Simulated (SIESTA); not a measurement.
A self-consistent single point of Mo3NO9 (P-6, 26 atoms in the cell) with SIESTA

Level of theory: GGA PBEsol, numerical atomic orbitals DZP, PseudoDojo PBEsol standard norm-conserving potentials (rewritten from UPF to PSML) (SIESTA 5.4.2).

Input as run:

```
# files in the folder: Mo.psml N.psml O.psml (PseudoDojo PBEsol standard)
SystemName  Mo3NO9
SystemLabel siesta

NumberOfAtoms                26
NumberOfSpecies              3
%block ChemicalSpeciesLabel
  1 42 Mo
  2 7 N
  3 8 O
%endblock ChemicalSpeciesLabel
LatticeConstant              1.0 Bohr
%block LatticeVectors
    21.304375487    0.000000000    0.000000000
   -10.652187743   18.450131258    0.000000000
     0.000000000    0.000000000    7.104822208
%endblock LatticeVectors
AtomicCoordinatesFormat      Bohr
%block AtomicCoordinatesAndAtomicSpecies
    15.209087138    6.596106426    0.000000000  1
     8.760039634    1.980621591    0.000000000  1
     7.987436457    9.873403242    0.000000000  1
    -4.564036360   11.860482378    3.552411104  1
     1.901308990   16.472461689    3.552411104  1
     2.662727370    8.567318450    3.552411104  1
     0.000000000    0.000000000    1.047392890  2
     0.000000000    0.000000000    6.057429318  2
    13.002379925    4.140762958    0.000000000  3
     7.737003524    5.119357920    0.000000000  3
    11.217179781    9.190010380    0.000000000  3
    -2.351150879   14.309183799    3.552411104  3
     2.915503785   13.331695845    3.552411104  3
    -0.564352907    9.259382873    3.552411104  3
    18.014553824    5.033195807    0.000000000  3
     6.003786056    0.332471365    0.000000000  3
     7.938223350   13.084464086    0.000000000  3
    -7.365561737   13.431695556    3.552411104  3
     4.662782141   18.113047360    3.552411104  3
     2.702779596    5.355519600    3.552411104  3
    -4.490642787   10.601629922    0.000000000  3
     0.774414049   17.038327214    0.000000000  3
     3.716228738    9.260305380    0.000000000  3
    15.136545739    7.853113869    3.552411104  3
     9.884910660    1.414940566    3.552411104  3
     6.935106830    9.182076823    3.552411104  3
%endblock AtomicCoordinatesAndAtomicSpecies

XC.functional                GGA
XC.authors                   PBEsol
PAO.BasisSize                DZP
PAO.EnergyShift              0.01 Ry
MeshCutoff                   300 Ry
%block kgrid.MonkhorstPack
    3   0   0  0.0
    0   3   0  0.0
    0   0   8  0.0
%endblock kgrid.MonkhorstPack
OccupationFunction           FD
ElectronicTemperature        50.0 meV

MaxSCFIterations             150
SCF.Mixer.Method             Pulay
SCF.Mixer.Weight             0.1
SCF.Mixer.History            6
SCF.DM.Tolerance             1.0E-05
Diag.ParallelOverK           true
WriteForces                  true
```

Output (repeated stretches shortened):

```
reinit: Reading from file input.fdf

reinit: System Name: Mo3NO9
reinit: System Label: siesta

coor:   Atomic-coordinates input format  =     Cartesian coordinates
coor:                                            (in Bohr units)

siesta: Atomic coordinates (Bohr) and species
siesta:     15.20909   6.59611   0.00000  1        1
siesta:      8.76004   1.98062   0.00000  1        2
siesta:      7.98744   9.87340   0.00000  1        3
siesta:     -4.56404  11.86048   3.55241  1        4
siesta:      1.90131  16.47246   3.55241  1        5
siesta:      2.66273   8.56732   3.55241  1        6
   [... 15 lines left out ...]
siesta:      0.77441  17.03833   0.00000  3       22
siesta:      3.71623   9.26031   0.00000  3       23
siesta:     15.13655   7.85311   3.55241  3       24
siesta:      9.88491   1.41494   3.55241  3       25
siesta:      6.93511   9.18208   3.55241  3       26

siesta: System type = bulk

initatomlists: Number of atoms, orbitals, and projectors:     26   374   358

siesta: ******************** Simulation parameters ****************************
redata: Spin configuration                          = none
redata: Time-Reversal Symmetry                      = T
redata: Number of Atomic Species                    =        3
redata: Mesh Cutoff                                 =   300.0000 Ry
redata: Net charge of the system                    =     0.0000 |e|
redata: Min. number of SCF Iter                     =        0
redata: Max. number of SCF Iter                     =      150
redata: SCF convergence failure will abort job
redata: SCF mix quantity                            = Hamiltonian
redata: Mix DM or H after convergence               =   F
redata: Recompute H after scf cycle                 =   F
redata: Mix DM in first SCF step                    =   T
redata: No kicks to SCF
redata: DM Mixing Weight for Kicks                  =     0.5000
   [... lines left out ...]
diag: Parallel distribution                         =     1 x     1
diag: Used triangular part                          = Lower
diag: Absolute tolerance                            =  0.100E-15
diag: Orthogonalization factor                      =  0.100E-05
diag: Memory factor                                 =  1.0000

superc: Internal auxiliary supercell:     3 x     3 x     5  =      45
superc: Number of atoms, orbitals, and projectors:   1170  16830  16110

                        Single-point calculation

superc: Internal auxiliary supercell:     3 x     3 x     5  =      45
superc: Number of atoms, orbitals, and projectors:   1170  16830  16110

outcell: Unit cell vectors (Ang):
       11.273790    0.000000    0.000000
       -5.636895    9.763389    0.000000
        0.000000    0.000000    3.759710

outcell: Cell vector modules (Ang)   :   11.273790   11.273790    3.759710
outcell: Cell angles (23,13,12) (deg):     90.0000     90.0000    120.0000
outcell: Cell volume (Ang**3)        :    413.8328
new_DM -- step:     1
Initializing Density Matrix...

Attempting to read DM from file... Failed...
DM filled with atomic data:

InitMesh: MESH = 108 x 108 x 40 = 466560
InitMesh: Mesh cutoff (required, used) =   300.000   312.834 Ry

stepf: Fermi-Dirac step function
        iscf     Eharris(eV)        E_KS(eV)     FreeEng(eV)     dDmax    Ef(eV) dHmax(eV)
   scf:    1   -19581.149618   -19926.125844   -19926.125844  0.895964 -4.270505 27.360754
   scf:    2   -20098.191918   -20020.064988   -20020.064988  0.109312 -3.569214 18.733607
   scf:    3   -19992.787394   -20071.520810   -20071.520810  0.550107 -5.138665 11.226203
   scf:    4   -20070.594794   -20071.058872   -20071.058872  0.002480 -5.140061 11.312602
   scf:    5   -20026.185158   -20081.299787   -20081.299787  0.402194 -4.906444  7.934678
   scf:    6   -20090.161221   -20086.212941   -20086.212941  0.056621 -5.485751  5.964199
   scf:    7   -20099.665453   -20095.278622   -20095.278622  0.110370 -5.628204  2.414358
   scf:    8   -20096.216213   -20095.769441   -20095.769441  0.010285 -5.726268  1.923563
   scf:    9   -20096.935325   -20096.601408   -20096.601408  0.034660 -5.637907  0.494773
   scf:   10   -20095.917841   -20096.468781   -20096.468781  0.037178 -5.669032  0.944011
   scf:   11   -20096.431433   -20096.627315   -20096.627315  0.032604 -5.648442  0.392491
   scf:   12   -20096.671704   -20096.664731   -20096.664731  0.011092 -5.685702  0.019012
   scf:   13   -20096.664828   -20096.664796   -20096.664796  0.000482 -5.684721  0.007493
   scf:   14   -20096.664847   -20096.664823   -20096.664823  0.000222 -5.682924  0.004949
   scf:   15   -20096.664855   -20096.664840   -20096.664840  0.000103 -5.682365  0.003979
   scf:   16   -20096.664863   -20096.664854   -20096.664854  0.000292 -5.682912  0.001256
   scf:   17   -20096.664854   -20096.664854   -20096.664854  0.000018 -5.682786  0.000802
   scf:   18   -20096.664855   -20096.664854   -20096.664854  0.000033 -5.682609  0.000582
   scf:   19   -20096.664855   -20096.664855   -20096.664855  0.000031 -5.682550  0.000534
   scf:   20   -20096.664855   -20096.664855   -20096.664855  0.000033 -5.682527  0.000329
   scf:   21   -20096.664855   -20096.664855   -20096.664855  0.000028 -5.682464  0.000141
   scf:   22   -20096.664855   -20096.664855   -20096.664855  0.000007 -5.682476  0.000083
SCF Convergence by DM+H criterion
max |DM_out - DM_in|         :     0.0000067061
max |H_out - H_in|      (eV) :     0.0000832984
SCF cycle converged after 22 iterations

Using DM_out to compute the final energy and forces

siesta: E_KS(eV) =           -20096.6649

siesta: E_KS - E_eggbox =    -20096.6649

siesta: Atomic forces (eV/Ang):
     1   -0.050968    0.027427   -0.000000
     2    0.048779    0.029280   -0.000000
     3    0.000809   -0.056903   -0.000000
   [... 23 lines left out ...]
   Tot    0.000026   -0.000016   -0.000000
   Max    2.498898
   Res    0.410671    sqrt( Sum f_i^2 / 3N )
   Max    2.498898    constrained

Stress tensor Voigt[x,y,z,yz,xz,xy] (kbar):       60.11       60.13       49.34       -0.00       -0.00        0.02
(Free)E + p*V (eV/cell)   -20111.2654
Target enthalpy (eV/cell)   -20096.6649

siesta: Program's energy decomposition (eV):
siesta: Ebs     =     -4344.654722
siesta: Eions   =     33001.308952
siesta: Ena     =      7069.485127
siesta: Ekin    =      9270.345124
siesta: Enl     =       104.479692
siesta: Eso     =         0.000000
siesta: Edftu   =         0.000000
siesta: DEna    =       242.663203
siesta: DUscf   =        21.223852
siesta: DUext   =         0.000000
siesta: Ex      =     -3516.244596
siesta: Ec      =      -287.308306
siesta: Exc     =     -3803.552902
siesta: Eharris =    -20096.664855
siesta: Etot    =    -20096.664855
siesta: FreeEng =    -20096.664855

siesta: Atomic forces (eV/Ang):
siesta:      1   -0.050968    0.027427   -0.000000
siesta:      2    0.048779    0.029280   -0.000000
siesta:      3    0.000809   -0.056903   -0.000000
siesta:      4    0.042068   -0.017115   -0.000000
siesta:      5   -0.035395   -0.026732   -0.000000
siesta:      6   -0.005293    0.044026   -0.000000
   [... 16 lines left out ...]
siesta:     23    0.130594    0.038101    0.000000
siesta:     24    0.026571    0.139242    0.000000
siesta:     25    0.107468   -0.092745    0.000000
siesta:     26   -0.133925   -0.046546    0.000000
siesta: ----------------------------------------
siesta:    Tot    0.000026   -0.000016   -0.000000

siesta: Stress tensor (static) (eV/Ang**3):
siesta:     0.037516    0.000014   -0.000000
siesta:     0.000014    0.037530   -0.000000
siesta:    -0.000000   -0.000000    0.030798

siesta: Cell volume =        413.832773 Ang**3

siesta: Pressure (static):
siesta:                Solid            Molecule  Units
siesta:          -0.00038426         -0.00029573  Ry/Bohr**3
siesta:          -0.03528132         -0.02715310  eV/Ang**3
siesta:         -56.52691048        -43.50406180  kBar
```

The run converged in 22 iterations.

The starting cell comes from a database of computed structures (which also holds hypothetical and non-ambient phases and stackings), without a prior relaxation at this level. Values carry the incompleteness of an atom-centred basis. With a pressure of about -6 GPa the cell is away from its equilibrium volume at this level. Forces in this geometry exceed 1 eV/Å.

Cost on one core of a shared machine: roughly 5 min.
